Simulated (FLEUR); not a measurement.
A self-consistent single point of WSe2 (P6_3/mmc, 6 atoms in the cell) with FLEUR.

Level of theory: PBE, all-electron FLAPW (FLEUR), scalar-relativistic valence.

The change in words: lattice scaled by 0.98. Reference geometry:
```yaml
crystal:
  lattice:
    - [3.32259, 0.00000, 0.00000]
    - [-1.66129, 2.87744, 0.00000]
    - [0.00000, 0.00000, 13.74818]
  atoms:
    - { symbol: W, position: [0.66667, 0.33333, 0.75000] }
    - { symbol: W, position: [0.33333, 0.66667, 0.25000] }
    - { symbol: Se, position: [0.33333, 0.66667, 0.87100] }
    - { symbol: Se, position: [0.66667, 0.33333, 0.12900] }
    - { symbol: Se, position: [0.66667, 0.33333, 0.37100] }
    - { symbol: Se, position: [0.33333, 0.66667, 0.62900] }
```

Reference input (self-consistent single point, DFT, PBE, all-electron FLAPW (FLEUR), scalar-relativistic valence): Kmax = 3.6 1/bohr; GmaxXC = 12.6 1/bohr; xcFunctional = pbe; jspins = 1; l_soc = F; mode = hist; fermiSmearingEnergy = 0.0001 Htr; mesh (inpgen div1-3) = 6 6 2; inpgen gamma flag = true; Gmax = 12.6 1/bohr; numbands = 0; maxIterBroyd = 15. This run's input differs from it in these lines:

```diff
@@ -3,5 +3,5 @@
 &input film=f /
-3.3225860680 -0.0000000158 0.0000000000
--1.6612930203 2.8774439490 0.0000000000
-0.0000000000 0.0000000000 13.7481800000
+3.2561341373 -0.0000000319 0.0000000000
+-1.6280670411 2.8198948970 0.0000000000
+0.0000000000 0.0000000000 13.4732160000
 1.8897261246
@@ -47,5 +47,5 @@
          <bravaisMatrix>
-            <row-1>    6.2787776939315920    -0.0000000298576728     0.0000000000000000</row-1>
-            <row-2>   -3.1393888210765479     5.4375810024974891     0.0000000000000000</row-2>
-            <row-3>    0.0000000000000000     0.0000000000000000    25.9802949117032256</row-3>
+            <row-1>    6.1532017444576930    -0.0000000602822634     0.0000000000000000</row-1>
+            <row-2>   -3.0766008201668917     5.3288290554871258     0.0000000000000000</row-2>
+            <row-3>    0.0000000000000000     0.0000000000000000    25.4606882575787132</row-3>
          </bravaisMatrix>
```

The program printed (abridged):

```
 Iteration:     1   Distance:       8.95527049 me/bohr^3
 Iteration:     2   Distance:       8.13669846 me/bohr^3
 Iteration:     3   Distance:       6.24107019 me/bohr^3
 Iteration:     4   Distance:       3.02639589 me/bohr^3
 Iteration:     5   Distance:       2.61125004 me/bohr^3
   [... 12 lines left out ...]
 Iteration:    18   Distance:       0.00007585 me/bohr^3
 Iteration:    19   Distance:       0.00001931 me/bohr^3
 Iteration:    20   Distance:       0.00001231 me/bohr^3
 Iteration:    21   Distance:       0.00000375 me/bohr^3
 Reset of history
 Run finished successfully
 Stop message:
   Structural relaxation: new displacements generated

[file out, last iteration]
             iter=     22
[...]
          total density-effective poten   -7.1799564304E+04
          total charge density-energy d   -1.0032829512E+03
 Updated energy parameters for spin:           1
[...]
 fermi energy and band-weighting factors:
   [... 6 lines left out ...]

[...]
FERMIE:
          first approx. to ef    (T=0)  :   0.341261 htr   (energy of the highest occ. eigenvalue)
          number of occ. states  (T=0)  :        644
          first approx. to seigv (T=0)  : -74.128309 htr
          sum of weights of occ. states :  46.000000
          sum of semicore charge        :   0.000000 e
FERHIS:  Fermi-Energy by histogram:
          bandgap                     :   0.045628 htr
   [... lines left out ...]
          charge neutrality (T=0)     :   0.000000    (zero if the highest occ. eigenvalue is "entirely" occupied)
 Direct bandgap for spin            1 :    5.8391407072256207E-002  Htr
 ---->    free energy=                    -42053.3095840205 htr
   [... lines left out ...]
      extrapolation for T->0
 ---->    total electron energy=          -42053.3095840205 htr
 ***** TOTAL FORCES ON ATOMS *****
 TOTAL FORCE FOR ATOM TYPE=  1  X= -3.077   Y=  1.776   Z= -6.365
                       FX_TOT= 0.000000 FY_TOT= 0.000000 FZ_TOT= 0.000000
 TOTAL FORCE FOR ATOM TYPE=  2  X=  3.077   Y= -1.776   Z= -3.284
                       FX_TOT= 0.000000 FY_TOT= 0.000000 FZ_TOT= 0.030062
```

The run converged in 21 iterations. FLEUR gives forces in its relaxation mode, with a further iteration, so its stop message speaks of a relaxation. Against the reference run the free energy goes up by 59.4 meV/atom, the largest force goes from 0.405 to 1.546 eV/Å and the gap on the mesh moves little (1.246 to 1.242 eV).

The starting cell comes from a database of computed structures (which also holds hypothetical and non-ambient phases and stackings), without a prior relaxation at this level. Its lattice was rescaled by a random factor within 2.5 % of one. For this run, on top of that: lattice scaled by 0.98. Spin-orbit coupling is off. Values depend on the basis (sphere radii, cutoffs, local orbitals), which need not be converged. Forces in this geometry exceed 1 eV/Å.

Cost on one core of a shared machine: roughly 70 s.
